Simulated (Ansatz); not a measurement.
This Ansatz (an electronic-structure program) input is the reference run, TiO2 in the rutile structure (space group P4_2/mnm, No. 136), computed with Ansatz, PBEsol, PAW, cutoff 420 eV, no spin-orbit coupling:

Ansatz 0.2 input:
```yaml
crystal:
  lattice:
    - [4.5911701217, 0, 0]
    - [0, 4.5911701217, 0]
    - [0, 0, 2.9390591414]
  atoms:
    - { symbol: Ti, position: [0, 0, 0] }
    - { symbol: Ti, position: [0.5, 0.5, 0.5] }
    - { symbol: O, position: [0.3044398087, 0.3044398087, 0] }
    - { symbol: O, position: [0.8044398087, 0.1955601913, 0.5] }
    - { symbol: O, position: [0.1955601913, 0.8044398087, 0.5] }
    - { symbol: O, position: [0.6955601913, 0.6955601913, 0] }
basis: { ecutwfc: 420, ecutrho_ratio: 4, xc_grid: 2, fft_grid_basis: typed }
kpoints: { mp_grid: { grid: [7, 7, 11] } }
hamiltonian:
  xc: pbesol
  dispersion: none
  pseudopotentials: { kind: paw }
scf: { occupations: { method: fermi_dirac, width: 0.05 }, convergence: { dr2_threshold: 0.0000000006 } }
output: { forces: true, stress: true }
```

Q: Write the input for this change: compressive biaxial strain of 0.80 % in the plane normal to [001], as in epitaxy on a mismatched substrate; the out-of-plane cell vector and the atoms relax.

A: 
Ansatz 0.2 input:
```yaml
crystal:
  lattice:
    - [4.5544407607, 0, 0]
    - [0, 4.5544407607, 0]
    - [0, 0, 2.950815378]
  atoms:
    - { symbol: Ti, position: [0, 0, 0] }
    - { symbol: Ti, position: [0.5, 0.5, 0.5] }
    - { symbol: O, position: [0.3044398087, 0.3044398087, 0] }
    - { symbol: O, position: [0.8044398087, 0.1955601913, 0.5] }
    - { symbol: O, position: [0.1955601913, 0.8044398087, 0.5] }
    - { symbol: O, position: [0.6955601913, 0.6955601913, 0] }
basis: { ecutwfc: 420, ecutrho_ratio: 4, xc_grid: 2, fft_grid_basis: typed }
kpoints: { mp_grid: { grid: [7, 7, 11] } }
hamiltonian:
  xc: pbesol
  dispersion: none
  pseudopotentials: { kind: paw }
scf: { occupations: { method: fermi_dirac, width: 0.05 } }
relax: { f_tol: 0.005, max_steps: 50, cell: { stress_tol: 0.01, fix: [a, b, gamma] } }
output: { forces: true, stress: true }
checkpoint: { write: state.ck, write_every: 1000 }
```
This is the input that was run; other choices of cell and start would serve too.

No phonon test of stability was made. The final runs are not spin-polarised.
